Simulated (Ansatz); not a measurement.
Start from GaP in the zinc blende structure (space group F-43m, No. 216; a = 5.4386 Å). Axes: x, y, z lie along the cube axes.

Computed with plane-wave PAW DFT at the PBEsol level (Ansatz, a quantum-chemistry and plane-wave program, 420 eV), no spin-orbit coupling.

Now apply this change: an isotropic linear strain of +2.00 %; the atoms relax in the strained cell.

Task: Predict the stress tensor and what it implies for the stiffness.

Result: Stress of the strained cell less that of the base (GPa, compression positive):
```
  -4.41    0.00    0.00
   0.00   -4.41    0.00
   0.00    0.00   -4.41
```

Then B = −ΔP/(ΔV/V₀) with ΔV/V₀ = 0.0612 gives secant stiffness values (nonlinear terms included at this strain): B ≈ 72 GPa.

As a check, the harmonic strain energy −½ V₀ Δσ:ε is 17 meV/atom; the computed energy rise is 18 meV/atom.

Whether these cells are dynamically stable was not tested.
